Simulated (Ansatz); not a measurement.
An Ansatz (a quantum-chemistry and plane-wave program) run: a single point on Pd, its geometry relaxed with PBE; r2SCAN/PAW in Ansatz, no spin-orbit coupling, earlier PAW set.

Input:

Ansatz 0.2 input:
```yaml
crystal:
  lattice:
    - [0, 1.9712968533, 1.9712968533]
    - [1.9712968533, 0, 1.9712968533]
    - [1.9712968533, 1.9712968533, 0]
  atoms:
    - { symbol: Pd, position: [0, 0, 0] }
basis: { ecutwfc: 500, ecutrho_ratio: 4, xc_grid: 4, fft_grid_basis: typed }
kpoints: { mp_grid: { grid: [20, 20, 20] } }
hamiltonian:
  xc: r2scan
  dispersion: none
  pseudopotentials: { azcp: { folder: ./paw }, kind: paw }
scf: { occupations: { method: fermi_dirac, width: 0.05 }, convergence: { dr2_threshold: 0.0000000001 } }
output: { forces: true, stress: true }
checkpoint: { write: state.ck, write_every: 1000 }
```

Output (explanatory and most iteration lines left out):

```
Pseudopotential: Pd, paw, valence charge 18
Crystal: 1 atoms, lattice volume = 15.321 Å³
Basis set: ecut = 500 eV, 387 PW (Γ), exchange–correlation on 96×96×96 points (64 copies of the dense FFT grid, shifted against one another)
Bands: 13, of which v1, the nominal top of the filled ones, is band 9 counted from 1 (8 counted from 0)
Symmetry: 48 space group operations
Space group: Fm-3m (ITA 225), of the structure as read, at distance tolerance 2.5e-5 Å
k-points: 256 of 8000
Functional: x = r2scan, c = r2scan; τ floored in thin density (d = 2e-4 eV/Å³)
SCF iter   1: F=—  HF=-6986.364173 eV  |F-HF|=—  |Δ(HF+E_count)|=         —  Δρ=1.29e-1  dr2=2.61e0  dr2_τ=4.15e-2  ethr=3.10e-3  ⟨swp⟩=5.4  Hψ=17836  notcnv=0
SCF iter   2: F=—  HF=-6985.734177 eV  |F-HF|=—  |Δ(HF+E_count)|=   6.30e-1  Δρ=4.46e-2  dr2=2.80e-1  dr2_τ=3.82e-2  ethr=3.10e-3  ⟨swp⟩=2.8  Hψ=8428  notcnv=0
SCF 1 converged in 8 iterations: F = -6985.756959 eV  dr2 = 1.96e-12
SCF converged after 8 iterations
Free energy (F): -6985.756959 eV
Internal energy: -6985.736665 eV  (E = F + TS)
E sigma→0 (E₀):  -6985.746812 eV
Entropy (-TS):   -0.020294 eV (-20.294 meV/atom)
Fermi energy:    18.429056 eV
--- Forces (eV/Å), atoms counted from 1 ---
  atom   1  Pd    -0.00000000    -0.00000000     0.00000000
--- Stress (GPa, compression-positive) ---
       -4.074368      -0.000000       0.000000
       -0.000000      -4.074368       0.000000
        0.000000       0.000000      -4.074368
  P = ⅓ Tr σ = -4.0744 GPa (-40.744 kbar)
```

Single points use the geometry relaxed with PBE. No phonon test of stability was made. The final runs are not spin-polarised. The cell is Pd in the fcc (Cu type) structure (space group Fm-3m, No. 225). Pd has a high density of states at the Fermi level and may be magnetic at this level.
